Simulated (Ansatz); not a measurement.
## Thickness series in hypothetical diamond Cu

Base system: Cu in the diamond structure (space group Fd-3m, No. 227; a = 5.351 Å; a hypothetical phase, not in the database extracts checked). Axes: x, y, z lie along the cube axes.

Free-standing slabs (2 atom(s) a layer) normal to [110] with 15 Å of vacuum; in-plane cell held at bulk.

Method: PBE (Ansatz, an electronic-structure program; PAW; 420 eV plane waves; spin-orbit coupling left out).

Notes on the quantities. excess energy per area of both faces: slab less bulk energy over the cell's area: twice a surface energy; uncertain by up to 0.1 J/m²; layer's space group: with vacuum.

```json
[
 {"variant": "base", "excess energy per area of both faces": "–", "layer's space group": "–", "thickness between the outermost nuclei": "–", "shortest interatomic distance": "2.317 Å"},
 {"variant": "1 layer", "excess energy per area of both faces": "–", "layer's space group": "Pmma (No. 51)", "thickness between the outermost nuclei": "–", "shortest interatomic distance": "2.281 Å"},
 {"variant": "2 layers", "excess energy per area of both faces": "1.20 J/m²", "layer's space group": "Pmna (No. 53)", "thickness between the outermost nuclei": "1.91 Å", "shortest interatomic distance": "2.317 Å"},
 {"variant": "3 layers", "excess energy per area of both faces": "1.24 J/m²", "layer's space group": "Pmma (No. 51)", "thickness between the outermost nuclei": "3.87 Å", "shortest interatomic distance": "2.313 Å"},
 {"variant": "4 layers", "excess energy per area of both faces": "1.3 J/m²", "layer's space group": "Pmna (No. 53)", "thickness between the outermost nuclei": "5.78 Å", "shortest interatomic distance": "2.322 Å"},
 {"variant": "5 layers", "excess energy per area of both faces": "1.3 J/m²", "layer's space group": "Pmma (No. 51)", "thickness between the outermost nuclei": "7.69 Å", "shortest interatomic distance": "2.318 Å"},
 {"variant": "6 layers", "excess energy per area of both faces": "1.3 J/m²", "layer's space group": "Pmna (No. 53)", "thickness between the outermost nuclei": "9.59 Å", "shortest interatomic distance": "2.319 Å"},
 {"variant": "7 layers", "excess energy per area of both faces": "1.3 J/m²", "layer's space group": "Pmma (No. 51)", "thickness between the outermost nuclei": "11.52 Å", "shortest interatomic distance": "2.319 Å"}
]
```

The excess energy carries the mismatch between the slab's and the bulk's meshes. No phonon test of stability was made. All final runs are without spin polarisation.
